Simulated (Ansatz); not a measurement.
## Habitual settings against a tight run: K4NaCl5 (Immm, 10 atoms in the cell)

Self-consistent single point.

```yaml
crystal:
  lattice:
    - [-2.17559, 3.11521, 10.97859]
    - [2.17559, -3.11521, 10.97859]
    - [2.17559, 3.11521, -10.97859]
  atoms:
    - { symbol: K, position: [0.59820, 0.59820, 0.00000] }
    - { symbol: K, position: [0.40180, 0.40180, 0.00000] }
    - { symbol: K, position: [0.19494, 0.19494, 0.00000] }
    - { symbol: K, position: [0.80506, 0.80506, 0.00000] }
    - { symbol: Na, position: [0.00000, 0.00000, 0.00000] }
    - { symbol: Cl, position: [0.29844, 0.79844, 0.50000] }
    - { symbol: Cl, position: [0.70156, 0.20156, 0.50000] }
    - { symbol: Cl, position: [0.91110, 0.41110, 0.50000] }
    - { symbol: Cl, position: [0.08890, 0.58890, 0.50000] }
    - { symbol: Cl, position: [0.50000, 0.00000, 0.50000] }
```

Method of the run: PBEsol, default PAW files made with PBE (plane waves; Ansatz, a first-principles code).

Base settings: basis.ecutwfc = 420 eV; kpoints.mp_grid.grid = 5 5 5; hamiltonian.xc = pbesol; hamiltonian.pseudopotentials = {kind: paw} (the program's default PAW files); scf.occupations.method = fermi_dirac; scf.occupations.width = 0.05 eV.

Tight run (finer mesh or higher cutoff; not a proven limit): basis.ecutwfc: 420 eV → 590 eV; kpoints.mp_grid.grid: 5 5 5 → 7 7 7; scf.convergence.dr2_threshold: default (1e-07 eV) → 1e-09 eV. It gave top of the valence band (on the code's own zero) 0.78 eV; gap on the k-point mesh 4.87 eV; pressure -0.62 GPa; largest force (vector length) 0.025 eV/Å.

Quick runs, as changes from the base:
- A: the base itself
- B: basis.ecutwfc: 420 eV → 250 eV; kpoints.mp_grid.grid: 5 5 5 → 1 1 1; kpoints.mp_grid.shift: default → 0.5 0.5 0.5; scf.convergence.dr2_threshold: default (1e-07 eV) → 0.001 eV
- C: kpoints.mp_grid.grid: 5 5 5 → 4 4 4; scf.occupations.method: fermi_dirac → cold; scf.occupations.width: 0.05 eV → 0.5 eV; kpoints.mp_grid.shift: default → 0.5 0.5 0.5
- D: basis.ecutwfc: 420 eV → 335 eV; kpoints.mp_grid.grid: 5 5 5 → 2 2 2; scf.convergence.dr2_threshold: default (1e-07 eV) → 0.001 eV
- E: basis.ecutwfc: 420 eV → 335 eV; kpoints.mp_grid.grid: 5 5 5 → 6 6 6; scf.convergence.dr2_threshold: default (1e-07 eV) → 0.0001 eV

Gaps are read on each run's own mesh, which may miss the band edges.

The count of work is k-points × plane waves × bands × iterations; it is no time. 

Pressures in the table are Ansatz's without its Pulay estimate, at a fixed set of plane waves; the tight run's value above holds the estimate.

The starting cell comes from a database of computed structures (which also holds hypothetical and non-ambient phases and stackings), without a prior relaxation at this level. Its lattice was rescaled by a random factor within 2.5 % of one.

```tsv
run	energy less tight (meV/atom)	pressure less tight (GPa)	largest miss in a force vector (eV/Å)	gap on the mesh less tight (eV)	count of work / tight
A	0.1	0.00	0.000	0.000	0.19
B	433.2	-1.45	0.076	0.527	0.0032
C	0.2	0.00	0.000	0.046	0.12
D	12.0	-0.06	0.005	-0.005	0.025
E	2.8	-0.17	0.000	0.000	0.23
```

Among the runs at the tight run's level, the energy misses run from 0.1 to 433.2 meV/atom.

Left out of this page: 1 run of the series outside the window shown, repeating another row's setting, or not comparable.

Keys are those of Ansatz 0.2.
